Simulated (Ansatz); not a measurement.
Defect: interstitial H in fcc Rh, neutral cell. The step: one H atom jumps by itself; the atom moves 1.65 Å along (-0.25, -0.25, -0.25) of the unit cell; the moving atom starts with neighbours 3 Rh at 1.95, 3 Rh at 1.96 Å and ends with 4 Rh at 1.75 Å. A PBE band in Ansatz (plane-wave PAW, a 2×2×2 k-point mesh shifted by half a step, 32 host sites, 17 SCF runs with any check of the saddle's order, static, no finite-size correction) gives a forward barrier of 0.39 eV. The saddle point's order was not checked, and it lies on a symmetry element of the cell, where a band can be held. Sites that were not tried may lie lower.

Single points at the band's start and saddle point can refine it. Rough cost of one point, in units of the band's mean SCF on the same machine:

| Level | Cost of one point |
|---|---|
| PBE, a 4×4×4 k-point mesh shifted by half a step | about 7 |
| r2SCAN at 500 eV, a 2×2×2 k-point mesh shifted by half a step | about 3 |

Task: Which of these move the barrier by more than 0.1 eV, and how far does each move it?

Result: Not one does. PBE, a 4×4×4 k-point mesh shifted by half a step: +0.01 eV; r2SCAN at 500 eV, a 2×2×2 k-point mesh shifted by half a step: -0.07 eV. Each functional is compared with PBE at the same k-points.

Ansatz is an electronic-structure program.
